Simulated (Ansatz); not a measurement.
The reference is GaN in the wurtzite structure (space group P6_3mc, No. 186; a = 3.1518 Å, c = 5.1383 Å).

Method: LDA (Ansatz, a quantum-chemistry and plane-wave program), no spin-orbit coupling.

One change was made to it. Results:

```csv
quantity,base,after
width of the top valence band,2.92 eV,3.30 eV
band gap,2.13 eV,2.90 eV
density,6.29 g/cm³,7.06 g/cm³
electron mass,"0.18 mₑ along c, 0.20 mₑ across (at Γ)","0.23 mₑ along c, 0.26 mₑ across (at Γ)"
gap character,direct at Γ,direct at Γ
```

Problem. Which of these changes matches the shifts?
A. pressure 4.5 GPa
B. pressure −1 GPa
C. pressure 30 GPa

Solution. C, pressure 30 GPa. For comparison, the band gap in the other runs: pressure −1 GPa gives 2.10 eV; pressure 4.5 GPa gives 2.27 eV.

Load acts through the strain it causes; cell and atoms are relaxed under it. Masses are band curvatures over ±0.01 Å⁻¹ around the edge. Whether these cells are dynamically stable was not tested. Tetrahedral semiconductors of this kind turn to denser phases somewhere between about 1 and 50 GPa; those were not computed, so compressed cells here can lie past the real transition.
